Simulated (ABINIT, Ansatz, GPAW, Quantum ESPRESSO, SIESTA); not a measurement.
**Code comparison for Mg5Zn (Cm, 6 atoms in the cell)**

Self-consistent single point, at a second geometry (lattice scaled by 0.98). First geometry:

```xyz
6
Lattice="5.7465 -1.5440 0.0000 5.7465 1.5440 0.0000 -1.9589 0.0000 7.0070" Properties=species:S:1:pos:R:3 pbc="T T T"
Mg    11.4051     0.0000     0.1029
Mg     7.1302     0.0000     2.3264
Mg    -0.6051     0.0000     4.1453
Mg     2.5288     0.0000     4.6597
Mg     6.4527     0.0000     6.6611
Zn     3.9327     0.0000     1.9578
```

Shared settings, as Ansatz (an electronic-structure program) writes them: kpoints.mp_grid.grid = 5 5 3; scf.occupations.method = fermi_dirac; scf.occupations.width = 0.0073 Ry. Potentials and cutoffs stand in the table.

```tsv
code	model	ΔF from the first geometry (meV/atom)	pressure (GPa)	largest force (eV/Å)	cutoff
GPAW	LDA (Perdew-Wang 92), GPAW PAW datasets LDA (gpaw-data 1.0.1)	-4.6	0.74	0.088	800 eV
Ansatz	LDA (PW92), PAW files made with PBE	-4.5	0.74	0.088	default
ABINIT	LDA (PW92), PAW (JTH v2.0 LDA PAW)	-3.8	0.79	0.089	30 Ha
SIESTA	LDA PW92, numerical atomic orbitals DZP, PseudoDojo LDA standard norm-conserving potentials (rewritten from UPF to PSML)	3.1	2.27	0.104	grid 400 Ry
Quantum ESPRESSO	LDA (PZ), GBRV 1.5 ultrasoft (LDA) pseudopotentials	-4.4	0.59	0.087	50 Ry
```

Size of the force on each atom (eV/Å): Sizes of forces hide their directions.

| code | Mg1 | Mg2 | Mg3 | Mg4 | Mg5 | Zn6 |
|---|---|---|---|---|---|---|
| GPAW | 0.086 | 0.067 | 0.088 | 0.036 | 0.043 | 0.018 |
| Ansatz | 0.085 | 0.067 | 0.088 | 0.036 | 0.043 | 0.018 |
| ABINIT | 0.088 | 0.069 | 0.089 | 0.035 | 0.045 | 0.019 |
| SIESTA | 0.104 | 0.095 | 0.030 | 0.052 | 0.075 | 0.033 |
| Quantum ESPRESSO | 0.085 | 0.067 | 0.087 | 0.036 | 0.042 | 0.018 |

The spread over the programs that give each value: ΔF from the first geometry within 7.7 meV/atom; pressure within 1.68 GPa; largest force within 0.017 eV/Å.

SIESTA uses small atom-centred bases, whose incompleteness enters pressures, forces and empty levels differently from a plane-wave cutoff. Ansatz's pressure is given at a fixed set of plane waves, as the other plane-wave codes print theirs. The same LDA comes in different parametrisations, which differ slightly. In the pressure, SIESTA (by 1.53) lies more than 1 GPa from the median of the plane-wave programs.

The shared mesh is coarse (it stands for a supercell whose shortest vector is 15 Å), so the values are not converged in it.

The starting cell comes from a database of computed structures (which also holds hypothetical and non-ambient phases and stackings), without a prior relaxation at this level. For this run, on top of that: lattice scaled by 0.98.

Left out of this page: CP2K (unsound by tests on forces, stress, charge or solver warnings); FLEUR (with a known weakness of the program).

Keys are those of Ansatz 0.2.
